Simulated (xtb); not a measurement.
xtb 6.7.1, GFN2-xTB: COc1ccc2c(c1)oc1cc(-c3ccc(-c4ccc5c(c4)oc4cc(C(F)(F)F)ccc45)s3)ccc12, 54 atoms. The geometry is a generated start, not checked to be a minimum at this level.

| Quantity | Value |
|---|---|
| run flags | --grad |
| method | GFN2-xTB |
| --acc | 1 (default) |
| --etemp (K) | 300 (default) |
| basis functions | 171 |
| valence electrons | 182 |

One run each on 1 thread. Values of broydamp tried: 0.02, 0.05, 0.1, 0.2, 0.4 (default), 0.6, 0.8, 1.

Q: Which value of broydamp needs the fewest SCC iterations, and what happens away from it?

A: Fewest SCC iterations, within one of each other: 0.2 with 13, 0.4 (default) with 12, 0.6 with 13, 0.8 with 13. The count rises to 20 at 0.02. All converge to one solution.

| broydamp | SCC iterations | end |
|---|---|---|
| 0.02 | 20 | same solution |
| 0.05 | 17 | same solution |
| 0.1 | 15 | same solution |
| 0.2 | 13 | same solution |
| 0.4 (default) | 12 | same solution |
| 0.6 | 13 | same solution |
| 0.8 | 13 | same solution |
| 1 | 14 | same solution |
